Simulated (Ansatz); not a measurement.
**TiTe2, pressure series**

Base system: TiTe₂ in the CdI2 type structure (space group P-3m1, No. 164; a = 3.697 Å, c = 6.384 Å; layered, stacked along the Cartesian z axis).

Cell and atoms are relaxed at each pressure.

Levels (all Ansatz, an electronic-structure program, PAW): PBE-D3(BJ) (420 eV, scalar-relativistic without spin-orbit coupling); r2SCAN+rVV10 (500 eV, no spin-orbit coupling).

The base cell above is that of PBE-D3(BJ); each level relaxes its own structures.

```tsv
case	shortest interatomic distance, PBE-D3(BJ)	shortest interatomic distance, r2SCAN+rVV10
pressure −1 GPa	2.758 Å	…
pressure 0.3 GPa	2.745 Å	2.762 Å
pressure 0.7 GPa	2.741 Å	2.758 Å
pressure 1.5 GPa	2.734 Å	…
pressure 3 GPa	2.722 Å	…
pressure 5 GPa	2.706 Å	…
pressure 7.5 GPa	2.690 Å	2.705 Å
pressure 10 GPa	2.674 Å	2.689 Å
```

**Question.** Some entries are withheld; estimate them.

**Answer.** 
- pressure −1 GPa, shortest interatomic distance, r2SCAN+rVV10: 2.777 Å
- pressure 1.5 GPa, shortest interatomic distance, r2SCAN+rVV10: 2.751 Å
- pressure 3 GPa, shortest interatomic distance, r2SCAN+rVV10: 2.738 Å
- pressure 5 GPa, shortest interatomic distance, r2SCAN+rVV10: 2.722 Å

PBE-D3(BJ) lies below r2SCAN+rVV10 in every row, by 0.014 Å to 0.018 Å. They put the cases in the same order.

Load acts through the strain it causes; cell and atoms are relaxed under it. Whether these cells are dynamically stable was not tested. Competing high-pressure phases were not computed. The final runs are not spin-polarised.
